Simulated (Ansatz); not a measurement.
We consider TmPt3 (Pm-3m, No. 221), described by r²SCAN (PAW; Ansatz, a program for electronic structure).

Numerical settings: plane-wave cutoff 500 eV, 14×14×14 k mesh, Fermi–Dirac smearing 0.1 eV, spin-polarised start, scalar-relativistic PAW data made under PBE.

Computed at the level's own relaxed cell.

Task: Give the computed volume per atom and lattice constant a.

Result: 
- volume per atom = 16.86 Å³/atom
- lattice constant a = 4.070 Å

Note: the magnetic order was assumed, not searched for or taken from measurement; the 4f shell is treated without U or exact exchange, so its levels and filling can be wrong.

Spin–orbit coupling is not included.
